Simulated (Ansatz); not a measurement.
Consider Ca in the fcc (Cu type) structure (space group Fm-3m, No. 225; a = 5.4552 Å).

Method: PBEsol (Ansatz, an electronic-structure program, PAW, no spin-orbit coupling).

Base values:

Lattice parameter a: 545.5 pm
Band gap: zero

Modification: Sr takes the place of Ca on all its sites; the structure is relaxed again.

Tabulated Pauling electronegativity and covalent radius: Ca 1.00, 1.76 Å; Sr 0.95, 1.95 Å.

Q: How does this affect the lattice parameter a and band gap?

A: The lattice parameter a increases by 46.7 pm (545.5 pm → 592.2 pm); the band gap stays zero.

Stability against distortions was not tested.
